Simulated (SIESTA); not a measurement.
Band structure of Ag₂O (Pn-3m, 6 atoms in the cell).

```yaml
crystal:
  lattice:
    - [4.84352, 0.00000, 0.00000]
    - [0.00000, 4.84352, 0.00000]
    - [0.00000, 0.00000, 4.84352]
  atoms:
    - { symbol: Ag, position: [0.75000, 0.25000, 0.75000] }
    - { symbol: Ag, position: [0.25000, 0.75000, 0.75000] }
    - { symbol: Ag, position: [0.75000, 0.75000, 0.25000] }
    - { symbol: Ag, position: [0.25000, 0.25000, 0.25000] }
    - { symbol: O, position: [0.00000, 0.00000, 0.00000] }
    - { symbol: O, position: [0.50000, 0.50000, 0.50000] }
```

Method: GGA PBE, numerical atomic orbitals DZP, PseudoDojo PBE standard norm-conserving potentials (rewritten from UPF to PSML) (SIESTA).

Settings: XC.functional = GGA; XC.authors = PBE; potentials = PseudoDojo PBE standard; PAO.BasisSize = DZP; PAO.EnergyShift = 0.01 Ry; MeshCutoff = 400 Ry; kgrid.MonkhorstPack = 5 5 5; OccupationFunction = FD; ElectronicTemperature = 580.23 K; MaxSCFIterations = 150; SCF.Mixer.Method = Pulay; SCF.Mixer.Weight = 0.2; SCF.Mixer.History = 6; SCF.DM.Tolerance = 1.0E-05.

The starting cell has typed, rounded lattice constants, without a prior relaxation at this level. Its lattice was rescaled by a random factor within 2.5 % of one. Values carry the incompleteness of an atom-centred basis. The run gives no clean gap (levels at the Fermi energy touch, overlap or are partly filled at this smearing), which alone does not show that the compound is a metal.

Levels in eV from the Fermi level, bands 41 to 46:
```csv
point,41,42,43,44,45,46
Γ,-2.56,-0.18,-0.07,-0.07,-0.07,2.13
X,-1.51,-1.51,-0.50,-0.50,1.91,1.91
M,-1.52,-1.52,-0.82,-0.82,2.04,2.04
R,-1.83,-0.69,-0.69,-0.69,2.70,2.70
```

Bands cross the Fermi level along this path, so the cell is metallic at this level.

Higher empty bands are left out: an atom-centred basis made for the valence describes them poorly.
